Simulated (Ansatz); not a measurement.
Candidates (primitive cells; geometry: cell and atoms relaxed with PBE):
A. monolayer SnSe2, a = 3.8681 Å, b = 3.8681 Å, c = 19.0997 Å, α = 90.00°, β = 90.00°, γ = 120.00°
B. monolayer PbI2, a = b = 4.6699 Å, c = 19.7422 Å, α = β = 90.00°, γ = 120.00°
C. monolayer ZrS2, a = b = 3.6855 Å, c = 18.9473 Å, α = β = 90.00°, γ = 120.00°

Question: Order them by band gap (highest first) at the level PBE with spin-orbit coupling, rigid bands (Ansatz, a quantum-chemistry and plane-wave program).

Answer: B (1.76 eV), C (1.16 eV), A (0.75 eV)

Model free-standing layer, not matched to a measured one here: monolayer SnSe2, monolayer ZrS2.
